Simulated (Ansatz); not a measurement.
Consider BN in the zinc blende structure (space group F-43m, No. 216; a = 3.625 Å).

The change: the cell is scaled by 0.9861 in all directions; the atoms relax in the strained cell.

Levels (all Ansatz, a program for electronic structure, PAW): PBE (420 eV, no spin-orbit coupling); PBE+SOC (420 eV, noncollinear with spin-orbit coupling).

The geometry is relaxed with PBE.

```
Item                                     Value
-------------------------  -------------------
PBE valence-band top at Γ  0.00, 0.00, 0.00 eV
PBE band gap                           4.51 eV
PBE smallest direct gap                8.99 eV
```

Question: Predict the valence-band top at Γ, band gap and smallest direct gap from PBE+SOC.

Answer: The valence-band top at Γ (three highest Kramers pairs, from the VBM) changes from 0.00, 0.00, 0.00 eV to 0.00, 0.00, -0.02 eV; the band gap hardly moves (4.51 eV against 4.50 eV); the smallest direct gap decreases by 0.01 eV (8.99 eV → 8.98 eV). The threefold valence maximum splits by Δso ≈ 21 meV.

Single points use the geometry relaxed with PBE. The spin-orbit shifts are approximate. Stability against distortions was not tested.
